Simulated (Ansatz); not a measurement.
A computed series for ZrS2: pressure series

Base system: ZrS$_{2}$ in the CdI2 type structure (space group P-3m1, No. 164; a = 3.635 Å, c = 5.720 Å; layered, stacked along the Cartesian z axis).

Cell and atoms are relaxed at each pressure.

Method: Kohn–Sham DFT with the PBE-D3(BJ) functional, run in Ansatz (an electronic-structure program) with PAW and 420 eV plane waves, no SOC.

Candidates:
(a) pressure 1.8 GPa
(b) pressure 60 GPa
(c) pressure 45 GPa
(d) pressure 30 GPa

Before the change:

| Quantity | Value |
|---|---|
| c/a ratio | 1.574 |

Problem. Order them by c/a ratio, lowest first.

Solution. (a) pressure 1.8 GPa (1.545), (d) pressure 30 GPa (1.552), (c) pressure 45 GPa (1.611), (b) pressure 60 GPa (1.666)

A case with no gap was solved on a k-mesh chosen for an insulator, which is coarse for it. Load acts through the strain it causes; cell and atoms are relaxed under it. Stability against distortions was not tested. No other phases were tried under pressure. The final runs are not spin-polarised.
